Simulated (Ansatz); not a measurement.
Start from Au in the fcc (Cu type) structure (space group Fm-3m, No. 225; a = 4.0833 Å).

Method: PBEsol (Ansatz, a quantum-chemistry and plane-wave program, PAW, without spin-orbit coupling), earlier PAW set.

One change was made to it. Results:

The shortest interatomic distance rises by 0.0114 Å to 2.899 Å; the density shrinks by 0.23 g/cm³ to 18.99 g/cm³.

Question: Name the change that was made.
A. pressure −2 GPa
B. pressure 1.8 GPa
C. pressure 60 GPa
D. pressure −1 GPa

Answer: A, pressure −2 GPa. For comparison, the density in the other runs: pressure −1 GPa gives 19.10 g/cm³; pressure 1.8 GPa gives 19.41 g/cm³; pressure 60 GPa gives 23.40 g/cm³.

Load acts through the strain it causes; cell and atoms are relaxed under it. No phonon test of stability was made. Competing high-pressure phases were not computed.
